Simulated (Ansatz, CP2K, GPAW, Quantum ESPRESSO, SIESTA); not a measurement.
Sr₂SeS (P1, 4 atoms in the cell) computed with different codes at matched settings

Self-consistent single point, at a second geometry (atoms moved at random). First geometry:

```yaml
crystal:
  lattice:
    - [2.17815, 1.25756, 7.12217]
    - [-2.17815, 1.25756, 7.12217]
    - [0.00000, -2.51512, 7.12217]
  atoms:
    - { symbol: Sr, position: [0.24718, 0.24718, 0.24718] }
    - { symbol: Sr, position: [0.75282, 0.75282, 0.75282] }
    - { symbol: Se, position: [0.00000, 0.00000, 0.00000] }
    - { symbol: S, position: [0.50000, 0.50000, 0.50000] }
```

Second geometry:
```
CELL_PARAMETERS angstrom
      2.17815     1.25756     7.12217
     -2.17815     1.25756     7.12217
      0.00000    -2.51512     7.12217
ATOMIC_POSITIONS crystal
  Sr 0.24950 0.25326 0.24428
  Sr 0.75153 0.74954 0.75856
  Se 0.99898 0.99191 0.00004
  S  0.49999 0.50528 0.49712
```

Shared settings, as Ansatz (an electronic-structure program) writes them: kpoints.mp_grid.grid = 6 6 6; scf.occupations.method = fixed. Potentials and cutoffs stand in the table.

```json
[
 {"code": "CP2K", "model": "LDA (Pade form), GPW, DZVP-MOLOPT-SR-GTH basis, GTH-PADE potentials (GTH_POTENTIALS)", "ΔF from the first geometry (meV/atom)": "5.1", "pressure (GPa)": "-3.01", "largest force (eV/Å)": "0.400", "gap on the mesh (eV)": "2.554", "cutoff": "grid 500 Ry"},
 {"code": "SIESTA", "model": "LDA PW92, numerical atomic orbitals DZP, PseudoDojo LDA standard norm-conserving potentials (rewritten from UPF to PSML)", "ΔF from the first geometry (meV/atom)": "6.4", "pressure (GPa)": "-0.85", "largest force (eV/Å)": "0.560", "gap on the mesh (eV)": "2.624", "cutoff": "grid 400 Ry"},
 {"code": "Quantum ESPRESSO", "model": "LDA (PZ), GBRV 1.5 ultrasoft (LDA) pseudopotentials", "ΔF from the first geometry (meV/atom)": "5.1", "pressure (GPa)": "-3.36", "largest force (eV/Å)": "0.388", "gap on the mesh (eV)": "2.143", "cutoff": "40 Ry"},
 {"code": "GPAW", "model": "LDA (Perdew-Wang 92), GPAW PAW datasets LDA (gpaw-data 1.0.1)", "ΔF from the first geometry (meV/atom)": "5.2", "pressure (GPa)": "-3.17", "largest force (eV/Å)": "0.389", "gap on the mesh (eV)": "2.169", "cutoff": "550 eV"},
 {"code": "Ansatz", "model": "LDA (PW92), PAW files made with PBE", "ΔF from the first geometry (meV/atom)": "5.1", "pressure (GPa)": "-3.34", "largest force (eV/Å)": "0.387", "gap on the mesh (eV)": "2.146", "cutoff": "420 eV"}
]
```

Size of the force on each atom (eV/Å): Sizes of forces hide their directions.

| code | Sr1 | Sr2 | Se3 | S4 |
|---|---|---|---|---|
| CP2K | 0.267 | 0.059 | 0.400 | 0.144 |
| SIESTA | 0.315 | 0.214 | 0.560 | 0.108 |
| Quantum ESPRESSO | 0.271 | 0.056 | 0.388 | 0.141 |
| GPAW | 0.273 | 0.056 | 0.389 | 0.138 |
| Ansatz | 0.266 | 0.055 | 0.387 | 0.142 |

Gaps are read on the mesh.

The spread over the programs that give each value: ΔF from the first geometry within 1.3 meV/atom; pressure within 2.51 GPa; largest force within 0.173 eV/Å; gap on the mesh within 0.481 eV.

CP2K and SIESTA use small atom-centred bases, whose incompleteness enters pressures, forces and empty levels differently from a plane-wave cutoff. Ansatz's pressure is given at a fixed set of plane waves, as the other plane-wave codes print theirs. The same LDA comes in different parametrisations, which differ slightly. In the pressure, SIESTA (by 2.49) lies more than 1 GPa from the median of the plane-wave programs. In the gap, CP2K (by 0.408) and SIESTA (by 0.478) lie more than 0.12 eV from the median of the plane-wave programs. In the force vectors, SIESTA (by 0.203) lies more than 0.08 eV/Å from the median of the plane-wave programs.

The starting cell comes from a database of computed structures (which also holds hypothetical and non-ambient phases and stackings), without a prior relaxation at this level. For this run, on top of that: atoms moved at random.

Keys are those of Ansatz 0.2.
